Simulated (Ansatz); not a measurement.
Data:

End structure of Ni on a Cu site (surface) in a 3x3 cell of the 1x1 (100) surface of fcc Cu:

```
CELL_PARAMETERS angstrom
      7.70039     0.00000     0.00000
      0.00000     7.70039     0.00000
      0.00000     0.00000    24.50000
ATOMIC_POSITIONS crystal
  Cu 0.16667 0.16667 0.39086
  Cu 0.16667 0.50000 0.39086
  Cu 0.16667 0.83333 0.39086
  Cu 0.50000 0.16667 0.39086
  Cu 0.50000 0.50000 0.39086
  Cu 0.50000 0.83333 0.39086
  Cu 0.83333 0.16667 0.39086
  Cu 0.83333 0.50000 0.39086
  Cu 0.83333 0.83333 0.39086
  Cu 0.00000 0.00000 0.46260
  Cu 0.00000 0.33354 0.46273
  Cu 0.00000 0.66646 0.46273
  Cu 0.33354 0.00000 0.46273
  Cu 0.33321 0.33321 0.46282
  Cu 0.33321 0.66679 0.46282
  Cu 0.66646 0.00000 0.46273
  Cu 0.66679 0.33321 0.46282
  Cu 0.66679 0.66679 0.46282
  Cu 0.16654 0.16654 0.53721
  Cu 0.16642 0.50000 0.53750
  Cu 0.16654 0.83346 0.53721
  Cu 0.50000 0.16642 0.53750
  Cu 0.50000 0.50000 0.53750
  Cu 0.50000 0.83358 0.53750
  Cu 0.83346 0.16654 0.53721
  Cu 0.83358 0.50000 0.53750
  Cu 0.83346 0.83346 0.53721
  Ni 0.00000 0.00000 0.60613
  Cu 0.00000 0.33118 0.60934
  Cu 0.00000 0.66882 0.60934
  Cu 0.33118 0.00000 0.60934
  Cu 0.33316 0.33316 0.60935
  Cu 0.33316 0.66684 0.60935
  Cu 0.66882 0.00000 0.60934
  Cu 0.66684 0.33316 0.60935
  Cu 0.66684 0.66684 0.60935
```

Model: 36-atom slab, 5.3 Å thick at the start (thin: gaps and levels are the slab's own), 4x4x1 mesh, Fermi-Dirac 0.1 eV, dipole correction, 9 atoms held, the rest relaxed; start symmetry kept, larger cells not searched; spin-polarised, no spin-orbit, no U. The starting moment vanished.

**Question.** Estimate the work function of the top face that PBE in Ansatz (a quantum-chemistry and plane-wave program) returns for this input.

**Answer.** 4.59 eV

**Question.** What change of the work function does PBE give?

**Answer.** 0.045 eV

**Question.** What change of the step from the bottom to the top vacuum level, against the clean slab does PBE give?

**Answer.** 0.051 eV

**Question.** What is the computed formation energy against fcc Cu, fcc Ni, ferromagnetic (PBE)?

**Answer.** 0.40 eV
